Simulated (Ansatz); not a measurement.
An Ansatz (a program for electronic structure) input (Ansatz r2SCAN, without spin-orbit coupling):

Ansatz 0.2 input:
```yaml
crystal:
  lattice:
    - [3.4503528852, 0, 0]
    - [0, 3.4503528852, 0]
    - [1.7251764426, -1.7251764426, 2.3680100425]
  atoms:
    - { symbol: B, position: [0, 0, 0] }
    - { symbol: As, position: [0.75, 0.75, 0.5] }
basis: { ecutwfc: 500, ecutrho_ratio: 4, xc_grid: 4, fft_grid_basis: typed }
kpoints: { mp_grid: { grid: [12, 12, 12] } }
hamiltonian:
  xc: r2scan
  dispersion: none
  pseudopotentials: { kind: paw }
scf: { occupations: { method: fermi_dirac, width: 0.05 } }
relax: { f_tol: 0.005, max_steps: 50, cell: { stress_tol: 0.01, fix: [a, b, gamma] } }
output: { forces: true, stress: true }
checkpoint: { write: state.ck, write_every: 1000 }
```

Q: Which symmetry and how many k-points will the program report, and about how many plane waves at Γ?

A: Space group I-4m2 (ITA 119) with 8 operations, k-points 163 of 1728, and 725 plane waves at Γ.

Q: And the final pressure?

A: -4.02 GPa (compression positive).

The cells carry an imposed strain or load. Stability against distortions was not tested. The cell was made from BAs in the zinc blende structure (space group F-43m, No. 216) by this change: biaxial strain +2.00 %, plane normal [001], relaxed out of plane.
